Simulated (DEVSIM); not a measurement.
Structure: TaN/SiO2/n-Si capacitor, at 300 K.

```
layer (left to right)  material  thickness (nm)  Nd (cm⁻³)
---------------------  --------  --------------  ---------
1                          SiO2            3.70          -
2                            Si            3500     2.7e16
```

Metal gate on the left, work function 4.4 eV. Fixed charge at the semiconductor interface 0 cm⁻² (in units of +e); interface traps 2.3e10 cm⁻² eV⁻¹, uniform in energy, neutral level at 0.5 of the gap above the valence band.

The device is made up for the run: typed textbook-type constants, with dimensions and the other settings drawn at random. Values at 300 K.

```csv
parameter,SiO2,Si
gap (eV),9,1.124
affinity (eV),0.9,4.05
permittivity,3.9,11.7
Nc (cm⁻³),-,2.86e19
Nv (cm⁻³),-,3.1e19
```

Model (solved in DEVSIM): 1D Poisson equation in equilibrium, Boltzmann statistics, complete ionisation; no quantum confinement or tunnelling. Metal contacts follow the ideal Schottky-Mott rule: no Fermi-level pinning, no interface dipoles.

### Question
Tabulate band edges, carrier densities and field at -0.4 V on the gate.

### Answer
Energies count from the Fermi level of the right contact; mesh points crowd at the junctions.

```json
[
 {"x (μm)": "0.000", "Ec (eV)": "3.900", "Ev (eV)": "-5.100", "n (cm⁻³)": "< 1e2", "p (cm⁻³)": "< 1e2", "field (V/cm)": "-190000"},
 {"x (μm)": "0.001002", "Ec (eV)": "3.881", "Ev (eV)": "-5.119", "n (cm⁻³)": "< 1e2", "p (cm⁻³)": "< 1e2", "field (V/cm)": "-190000"},
 {"x (μm)": "0.002266", "Ec (eV)": "3.857", "Ev (eV)": "-5.143", "n (cm⁻³)": "< 1e2", "p (cm⁻³)": "< 1e2", "field (V/cm)": "-190000"},
 {"x (μm)": "0.003369", "Ec (eV)": "3.836", "Ev (eV)": "-5.164", "n (cm⁻³)": "< 1e2", "p (cm⁻³)": "< 1e2", "field (V/cm)": "-190000"},
 {"x (μm)": "0.004985", "Ec (eV)": "0.672", "Ev (eV)": "-0.452", "n (cm⁻³)": "1.5e8", "p (cm⁻³)": "7.9e11", "field (V/cm)": "-62000"},
 {"x (μm)": "0.007693", "Ec (eV)": "0.655", "Ev (eV)": "-0.469", "n (cm⁻³)": "2.8e8", "p (cm⁻³)": "4.1e11", "field (V/cm)": "-61000"},
 {"x (μm)": "0.01340", "Ec (eV)": "0.621", "Ev (eV)": "-0.503", "n (cm⁻³)": "1.1e9", "p (cm⁻³)": "1.1e11", "field (V/cm)": "-59000"},
 {"x (μm)": "0.03155", "Ec (eV)": "0.521", "Ev (eV)": "-0.603", "n (cm⁻³)": "5.1e10", "p (cm⁻³)": "2.3e9", "field (V/cm)": "-51000"},
 {"x (μm)": "0.06366", "Ec (eV)": "0.378", "Ev (eV)": "-0.746", "n (cm⁻³)": "1.3e13", "p (cm⁻³)": "9000000", "field (V/cm)": "-38000"},
 {"x (μm)": "0.1358", "Ec (eV)": "0.210", "Ev (eV)": "-0.914", "n (cm⁻³)": "8.5e15", "p (cm⁻³)": "14000", "field (V/cm)": "-10000"},
 {"x (μm)": "0.2833", "Ec (eV)": "0.180", "Ev (eV)": "-0.944", "n (cm⁻³)": "2.7e16", "p (cm⁻³)": "4300", "field (V/cm)": "-40"},
 {"x (μm)": "0.7524", "Ec (eV)": "0.180", "Ev (eV)": "-0.944", "n (cm⁻³)": "2.7e16", "p (cm⁻³)": "4300", "field (V/cm)": "≈ 0"},
 {"x (μm)": "1.583", "Ec (eV)": "0.180", "Ev (eV)": "-0.944", "n (cm⁻³)": "2.7e16", "p (cm⁻³)": "4300", "field (V/cm)": "≈ 0"},
 {"x (μm)": "2.553", "Ec (eV)": "0.180", "Ev (eV)": "-0.944", "n (cm⁻³)": "2.7e16", "p (cm⁻³)": "4300", "field (V/cm)": "≈ 0"},
 {"x (μm)": "3.160", "Ec (eV)": "0.180", "Ev (eV)": "-0.944", "n (cm⁻³)": "2.7e16", "p (cm⁻³)": "4300", "field (V/cm)": "≈ 0"},
 {"x (μm)": "3.341", "Ec (eV)": "0.180", "Ev (eV)": "-0.944", "n (cm⁻³)": "2.7e16", "p (cm⁻³)": "4300", "field (V/cm)": "≈ 0"},
 {"x (μm)": "3.427", "Ec (eV)": "0.180", "Ev (eV)": "-0.944", "n (cm⁻³)": "2.7e16", "p (cm⁻³)": "4300", "field (V/cm)": "≈ 0"},
 {"x (μm)": "3.468", "Ec (eV)": "0.180", "Ev (eV)": "-0.944", "n (cm⁻³)": "2.7e16", "p (cm⁻³)": "4300", "field (V/cm)": "≈ 0"},
 {"x (μm)": "3.491", "Ec (eV)": "0.180", "Ev (eV)": "-0.944", "n (cm⁻³)": "2.7e16", "p (cm⁻³)": "4300", "field (V/cm)": "≈ 0"},
 {"x (μm)": "3.498", "Ec (eV)": "0.180", "Ev (eV)": "-0.944", "n (cm⁻³)": "2.7e16", "p (cm⁻³)": "4300", "field (V/cm)": "≈ 0"},
 {"x (μm)": "3.502", "Ec (eV)": "0.180", "Ev (eV)": "-0.944", "n (cm⁻³)": "2.7e16", "p (cm⁻³)": "4300", "field (V/cm)": "≈ 0"},
 {"x (μm)": "3.504", "Ec (eV)": "0.180", "Ev (eV)": "-0.944", "n (cm⁻³)": "2.7e16", "p (cm⁻³)": "4300", "field (V/cm)": "≈ 0"}
]
```
